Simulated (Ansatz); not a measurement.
## Band edges of KTaO$_{3}$ (Pm-3m) under hydrostatic pressure

Cell and atoms are relaxed with PBEsol to each stress (compression positive); bands and masses by PBEsol with spin-orbit coupling, rigid bands (plane waves, PAW; Ansatz, a first-principles code).

```yaml
crystal:
  lattice:
    - [3.98530, 0.00000, 0.00000]
    - [0.00000, 3.98530, 0.00000]
    - [0.00000, 0.00000, 3.98530]
  atoms:
    - { symbol: K, position: [0.50000, 0.50000, 0.50000] }
    - { symbol: Ta, position: [0.00000, 0.00000, 0.00000] }
    - { symbol: O, position: [0.00000, 0.50000, 0.00000] }
    - { symbol: O, position: [0.50000, 0.00000, 0.00000] }
    - { symbol: O, position: [0.00000, 0.00000, 0.50000] }
```

| stress (GPa) | ln(V/V₀) (%) | gap (eV) | mean mₑ* |
|---|---|---|---|
| -2.00 | 1.01 | 1.975 | 0.45 |
| 0 | 0 | 1.998 | 0.45 |
| 2.00 | -0.96 | 2.019 | 0.45 |
| 5.00 | -2.34 | 2.048 | 0.44 |
| 10.00 | -4.46 | 2.094 | 0.44 |

 Masses are conductivity masses at 300 K in electron masses, harmonic means over x, y and z.

Question: Estimate the bulk modulus from the two loads next to zero.

Answer: B ≈ −Δp/Δln V = 4.00 GPa/1.97 % = 200 GPa (PBEsol), a mean over this interval.

Question: How fast does the gap move on either side of zero load?

Answer: Under tension, (1.975 − 1.998) eV over -2.00 GPa = 11 meV/GPa, or about -2.3 eV per unit ln V; under compression, (2.048 − 1.998) eV over 5.00 GPa = 10 meV/GPa, or about -2.1 eV per unit ln V. The two slopes part by 1 meV/GPa; gaps are resolved to about 0.01 eV, which allows 7 meV/GPa, so these rows don't tell them apart.

Masses are those of dilute carriers in rigid bands with one relaxation time, without polarons. Third decimals of gaps are kept for the arithmetic. Every relaxation keeps the starting phase (space group Pm-3m under this load), so a transition, a distortion that breaks the symmetry or fracture can't show.
